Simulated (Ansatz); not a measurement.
The parent structure is Hf3N4 (space group I-43d, No. 220; a = 6.651 Å).

The values are results of PBEsol (Ansatz, an electronic-structure program), spin-orbit coupling left out, not measurements.

Base values:

| Property | Result |
|---|---|
| Electron mass | 0.29, 0.42 mₑ (at Γ) |
| Width of the top valence band | 1.41 eV |
| Lattice parameter a | 6.651 Å |

Modification: hydrostatic tension (pressure −2 GPa).

**Question.** What happens to the electron mass, width of the top valence band and lattice parameter a?

**Answer.** The electron mass (degenerate bands, along [100]) becomes 0.30, 0.43 mₑ (at Γ) (base: 0.29, 0.42 mₑ (at Γ)); the width of the top valence band hardly moves (1.41 eV against 1.42 eV); the lattice parameter a goes up by 0.018 Å to 6.669 Å.

Spin-orbit coupling, missing from the scalar runs, can matter with Hf. The levels and masses belong to the bands next to the band gap. Load acts through the strain it causes; cell and atoms are relaxed under it. Masses are band curvatures over ±0.01 Å⁻¹ around the edge. Whether these cells are dynamically stable was not tested.
